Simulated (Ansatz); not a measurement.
The starting structures come from a database of crystals and need not be the phases stable at ambient conditions.

Data:

```yaml
crystal:
  lattice:
    - [3.59864, -0.03271, 0.00000]
    - [-1.70903, 3.99014, 0.00000]
    - [-0.85451, 1.99507, 1.25306]
  atoms:
    - { symbol: B, position: [0.00091, 0.00030, 0.00000] }
    - { symbol: N, position: [0.00179, 0.66726, 0.00000] }
```

The cell was relaxed by PBE-D3(BJ); by r2SCAN it stands under a pressure of -1.3 GPa.

Transport runs along the normal of the first two printed cell vectors, the (110) plane of the conventional cell.

The gap is the functional's own, uncorrected, and κ follows it; spin-orbit coupling is left out. Mid-gap means the computed energy nearest the middle.

**Question.** Predict the band gap and the smallest decay constant κ at mid-gap from r2SCAN in Ansatz (a quantum-chemistry and plane-wave program).

**Answer.** Gap 4.68 eV on a 24×24×24 mesh; κ = 0.349 1/Å, at (0.500, 0.500) of the in-plane reciprocal vectors. At the zone centre the slowest state has κ = 0.43 1/Å.
